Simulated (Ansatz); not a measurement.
A calculation on L1₂ (Cu3Au-type) Al₃Sc returned lattice constant a 4.059 Å, formation enthalpy -0.468 eV/atom.

For reference: lattice constant a 4.103 Å (measured, room temperature, no zero-point or thermal correction; as tabulated in A Combined Experimental and First-Principles Based Assessment of …); formation enthalpy -0.451 ± 0.02 eV/atom (measured, 298 K, copied from a table, unchecked, not corrected to a static lattice; as tabulated in Wang et al. (2021), doi:10.1038/s41598-021-94550-5).

Which level of theory produced these numbers?
A. rVV10 (Ansatz, a program for electronic structure)
B. PBE-D4 (Ansatz)
C. r²SCAN (Ansatz)
D. HSE06 (Ansatz)

B, PBE-D4 (Ansatz)

The others give: r²SCAN 4.086 Å, -0.491 eV/atom; HSE06 4.093 Å, -0.494 eV/atom; rVV10 4.095 Å, -0.451 eV/atom.

Unless a cell is named, each level is at its own relaxed cell (HSE06 17.14, PBE-D4 16.71, r²SCAN 17.06, rVV10 17.17 Å³/atom).

Caveats: hybrids on metals are sensitive to the k mesh and can open a false gap (HSE06). Ansatz's density-functional and Hartree–Fock values are scalar-relativistic unless marked +SOC, with PAW data made under PBE.
